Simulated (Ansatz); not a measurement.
**Effect of uniaxial strain ε_xx = +3.00 % on Be**

Take Be in the hcp (Mg type) structure (space group P6_3/mmc, No. 194; a = 2.2552 Å, c = 3.5580 Å; relaxed with 0.1 eV smearing) as the base. Axes: x lies along a and z along c of the hexagonal cell.

One thing is altered: the cell is stretched by 3.00 % along x with no lateral relaxation, atoms relaxed at fixed cell.

Level of theory: Ansatz (a program for electronic structure), PBEsol, PAW, cutoff 420 eV, spin-orbit coupling left out. k-mesh 29×29×16 (Γ-centred); smearing 0.1 eV (Fermi–Dirac).

* **Shortest interatomic distance**: 221.6 pm (base 220.5 pm)
* **Energy relative to the base (free energy F)**: +6.3 meV/atom
* **Pressure (mean of the normal stresses, compression positive)**: -3.3 GPa (base 0.0 GPa)
* **Band gap**: zero (base zero)
* **Stress (xx, yy, zz, yz, xz, xy; compression positive)**: (-8.2, -1.1, -0.6, 0.0, 0.0, 0.0) GPa

Final structure:

```xyz
2
Lattice="2.3228 0.0000 0.0000 -1.1614 1.9530 0.0000 0.0000 0.0000 3.5580" Properties=species:S:1:pos:R:3 pbc="T T T"
Be     1.1614     0.6607     2.6685
Be     0.0000     1.2923     0.8895
```

Cost of the whole job for the changed cell (relaxation, final SCF and bands): about 28 core-seconds (a rough figure).

No phonon test of stability was made.
